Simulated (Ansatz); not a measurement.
Consider Sr in the fcc (Cu type) structure (space group Fm-3m, No. 225; a = 6.1002 Å).

All numbers come from r2SCAN (Ansatz, a program for electronic structure), without spin-orbit coupling, earlier PAW set.

One change was made to it. Results:

The shortest interatomic distance shrinks by 2.079 Å to 2.234 Å; the band gap is still zero.

### Question
Which change produced these results?
A. Sr → Y
B. Sr → Be
C. Sr → Mg
D. Sr → Ca

### Answer
B, Sr → Be. For comparison, the shortest interatomic distance in the other runs: Sr → Mg gives 3.181 Å; Sr → Ca gives 3.938 Å; Sr → Y gives 3.608 Å.

Stability against distortions was not tested. As relaxed here, Be is a hypothetical phase, not in the database extracts checked. For Mg in this form, whether it has been made was not checked. The final runs are not spin-polarised. This is not the structure that Mg has at room temperature and ambient pressure. This is not the structure that Y has at room temperature and ambient pressure.
